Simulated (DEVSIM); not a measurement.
Schottky contact on p-type Ge

Device: Schottky contact on p-type Ge, at 300 K.

```csv
layer (left to right),material,thickness (μm),Na (cm⁻³),τn (s),τp (s)
1,Ge,0.360,3.6e16,1.8e-5,1.8e-5
```

Left contact: Schottky, work function 4.274 eV, emission velocity 1e7 cm/s. Right contact: ohmic. Voltage is applied to the left contact. Recombination: SRH at mid-gap, Auger. Mobility is constant in doping.

The device is made up for the run: typed textbook-type constants, with dimensions and the other settings drawn at random. Values at 300 K.

```tsv
parameter	Ge
gap (eV)	0.664
affinity (eV)	4
permittivity	16
Nc (cm⁻³)	1.04e19
Nv (cm⁻³)	6e18
μn (cm²/Vs)	3900
μp (cm²/Vs)	1900
Cn (cm⁶/s)	1e-31
Cp (cm⁶/s)	1e-31
```

Model (solved in DEVSIM): 1D drift-diffusion, Boltzmann statistics, complete ionisation; no tunnelling, impact ionisation, image-force lowering or self-heating. Metal contacts follow the ideal Schottky-Mott rule: no Fermi-level pinning, no interface dipoles.

```
Property                                            Value
---------------------------------------------  ----------
Potential step across the device at zero bias     0.258 V
Largest field in the device at zero bias       43000 V/cm
Dark forward voltage at 100 A/cm²                 0.099 V
```
